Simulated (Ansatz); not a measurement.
bcc Mo (1 1 1) on beta Ga2O3 (-2 0 1) (film strained to the substrate, started from cuts of the bulks and a machine-learned relaxation; slabs Ga30O36 and Mo40, which can lie off the formulas)

A periodic stack without vacuum, bcc Mo (1 1 1) on beta Ga2O3 (-2 0 1) (film strained to the substrate, started from cuts of the bulks and a machine-learned relaxation; slabs Ga30O36 and Mo40, which can lie off the formulas): substrate slab Ga30O36, film Mo40, surface cells [[-3, -1], [-6, -3]] and [[2, -2], [2, 0]], film strained by -3.4 and +3.5 %, outermost planes Ga/Ga and Mo/Mo as cut, which need not be the usual terminations and can put a slab off its formula.

The start was prepared with a machine-learned potential, and the result is one local minimum, with the in-plane cell held and forces under 0.04 eV/Å; the film can end far from its bulk form.

Calculation: PBE (plane waves to 420 eV, PAW; Ansatz, a program for electronic structure). Scalar-relativistic, without spin–orbit coupling; the runs are not spin-polarised; PBE gaps are too small against experiment. Its k-point mesh 4×4×1, Fermi–Dirac width 0.05 eV.

- interface area = 69.2 Å²
- period = 21.29 Å
- heights between the nearest atoms of the two slabs at the two interfaces = 0.38 and 1.86 Å
- Ga–Mo contacts across the interfaces within 1.22 times the sum of covalent radii = 35, mean 2.89 Å
- Mo–O contacts across the interfaces within 1.22 times the sum of covalent radii = 1, mean 2.24 Å

```
CELL_PARAMETERS angstrom
      8.79359    -0.00009    -0.24307
      4.86214     7.86851    -0.11694
      1.71575    -2.14299    21.24938
ATOMIC_POSITIONS crystal
  Ga 0.01021 0.66107 0.04966
  Ga 0.00406 0.32782 0.03910
  Ga 0.00873 0.98903 0.04368
  Ga 0.62181 0.35093 0.03762
  Ga 0.63635 0.00391 0.03579
  Ga 0.62832 0.68374 0.03732
  Ga 0.28342 0.03390 0.12796
  Ga 0.29376 0.69504 0.12980
  Ga 0.28884 0.36045 0.12907
  Ga 0.73310 0.81524 0.17988
  Ga 0.74174 0.47608 0.17590
  Ga 0.73799 0.14359 0.17659
  Ga 0.40026 0.49175 0.26663
  Ga 0.39692 0.16108 0.26743
  Ga 0.39981 0.82467 0.26546
  Ga 0.02727 0.17662 0.26292
  Ga 0.02697 0.84556 0.26371
  Ga 0.03054 0.51039 0.26503
  Ga 0.69407 0.85704 0.34955
  Ga 0.69509 0.52016 0.34908
  Ga 0.68644 0.19367 0.35376
  Ga 0.13329 0.63700 0.40568
  Ga 0.13272 0.31744 0.40590
  Ga 0.13175 0.97703 0.39960
  Ga 0.79316 0.33392 0.48762
  Ga 0.79372 0.98105 0.48744
  Ga 0.67739 0.72335 0.54357
  Ga 0.42798 0.00462 0.47623
  Ga 0.42958 0.67233 0.47584
  Ga 0.42087 0.34426 0.48904
  O  0.06660 0.13718 0.09226
  O  0.07339 0.80263 0.09629
  O  0.07058 0.46383 0.09414
  O  0.94764 0.71178 0.21779
  O  0.95010 0.37808 0.21716
  O  0.95200 0.04193 0.21451
  O  0.27738 0.04855 0.21678
  O  0.27920 0.71028 0.21774
  O  0.27944 0.38025 0.21752
  O  0.74163 0.80022 0.09079
  O  0.74454 0.46577 0.08549
  O  0.74416 0.12363 0.08649
  O  0.61396 0.37705 0.20182
  O  0.60837 0.04826 0.20418
  O  0.61232 0.70870 0.20331
  O  0.40304 0.46757 0.09694
  O  0.39997 0.13570 0.09432
  O  0.40296 0.80358 0.09699
  O  0.48163 0.95580 0.31066
  O  0.48154 0.62394 0.31116
  O  0.47927 0.29249 0.31259
  O  0.36060 0.52914 0.43305
  O  0.36049 0.20483 0.43297
  O  0.35654 0.86870 0.42998
  O  0.67833 0.88745 0.43622
  O  0.67938 0.52835 0.43578
  O  0.68289 0.20701 0.44390
  O  0.14531 0.62312 0.31619
  O  0.14536 0.29569 0.31623
  O  0.14737 0.95739 0.31176
  O  0.02277 0.20312 0.43346
  O  0.02294 0.86842 0.43343
  O  0.04305 0.52883 0.45601
  O  0.81675 0.28689 0.32408
  O  0.81574 0.96233 0.32458
  O  0.82277 0.62200 0.32760
  Mo 0.33036 0.90571 0.61090
  Mo 0.84266 0.88717 0.60833
  Mo 0.32841 0.40692 0.61268
  Mo 0.84258 0.41076 0.60849
  Mo 0.02181 0.55300 0.56138
  Mo 0.50712 0.55932 0.58413
  Mo 0.99248 0.07070 0.57992
  Mo 0.50754 0.06830 0.58420
  Mo 0.47480 0.59485 0.70121
  Mo 0.97749 0.59395 0.69897
  Mo 0.47593 0.09493 0.70098
  Mo 0.97274 0.09499 0.69652
  Mo 0.15343 0.25322 0.65240
  Mo 0.64915 0.25227 0.65661
  Mo 0.15370 0.74584 0.65246
  Mo 0.65687 0.74935 0.66388
  Mo 0.61752 0.28416 0.78513
  Mo 0.11867 0.28234 0.78366
  Mo 0.61647 0.78555 0.78702
  Mo 0.11800 0.78608 0.78571
  Mo 0.29490 0.93984 0.73949
  Mo 0.80090 0.93802 0.74220
  Mo 0.29681 0.44000 0.74303
  Mo 0.79948 0.43687 0.74181
  Mo 0.76198 0.97401 0.87208
  Mo 0.26253 0.97304 0.87363
  Mo 0.76035 0.47319 0.87018
  Mo 0.26068 0.47513 0.87263
  Mo 0.43963 0.63065 0.83008
  Mo 0.93978 0.62897 0.82613
  Mo 0.44155 0.12739 0.82966
  Mo 0.94127 0.12730 0.82645
  Mo 0.90858 0.65414 0.94218
  Mo 0.41486 0.65207 0.94766
  Mo 0.91589 0.15948 0.94280
  Mo 0.41124 0.16423 0.94827
  Mo 0.58043 0.31804 0.91503
  Mo 0.08001 0.32101 0.91274
  Mo 0.57511 0.82573 0.91976
  Mo 0.07763 0.81997 0.91706
```
